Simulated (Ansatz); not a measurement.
Seebeck coefficient (μV/K, mean over directions) of n-type ZnSnO3 (R3c) against carrier density, PBEsol, rigid bands in Ansatz (a first-principles code). Computed gap 1.25 eV; densities at which minority carriers matter at this gap, or further valleys turn the trend, are left out. Conductivity mass 0.200 mₑ (harmonic mean over directions), N_c = 2.2e18 cm⁻³ at 300 K.

| electron density | 300 K | 500 K |
|---|---|---|
| 1e16 cm⁻³ | -677 | -745 |
| 1e17 cm⁻³ | ___ | -547 |
| 1e18 cm⁻³ | -284 | ___ |
| 3e18 cm⁻³ | -197 | -259 |
| 1e19 cm⁻³ | -114 | -167 |
| 3e19 cm⁻³ | -61 | -98 |
| 1e20 cm⁻³ | -30 | -50 |
| 3e20 cm⁻³ | -16 | ___ |
| 1e21 cm⁻³ | -9 | -15 |

Q: Complete the blanks.

A: 
- 1e17 cm⁻³, 300 K: -479
- 1e18 cm⁻³, 500 K: -350
- 3e20 cm⁻³, 500 K: -27

Rigid bands with a gap fixed in temperature, one relaxation time for all states, no polarons or phonon drag, and whether or not such doping can be reached. Spin-orbit coupling is left out.

Computed structure with no diffraction record at hand here (it may be known, metastable or hypothetical): ZnSnO3 (R3c).
